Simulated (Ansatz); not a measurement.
Tunnelling through a barrier is set by its complex band structure: the current falls as exp(−2κd) with the smallest κ.

Input:

```xyz
6
Lattice="3.4966 0.0000 0.0000 -1.7483 3.0282 0.0000 0.0000 0.0000 13.7018" Properties=species:S:1:pos:R:3 pbc="T T T"
Te     0.0000     2.0188     8.4592
Te     1.7483     1.0094     5.2426
Te     1.7483     1.0094     1.6083
Te     0.0000     2.0188    12.0935
Mo     0.0000     2.0188     3.4255
Mo     1.7483     1.0094    10.2764
```

The cell was relaxed by PBE-D3(BJ); by r2SCAN it stands under a pressure of 3.1 GPa.

Transport runs along the normal of the first two printed cell vectors, the (001) plane of the conventional cell.

The gap is the functional's own, uncorrected, and κ follows it; spin-orbit coupling is left out. Mid-gap means the computed energy nearest the middle.

Task: Estimate the band gap and the smallest decay constant κ at mid-gap that r2SCAN in Ansatz (a first-principles code) returns for this system.

Result: Gap 0.76 eV on a 12×12×4 mesh; κ = 0.169 1/Å, at (0.333, 0.333) of the in-plane reciprocal vectors. At the zone centre the slowest state has κ = 0.47 1/Å.
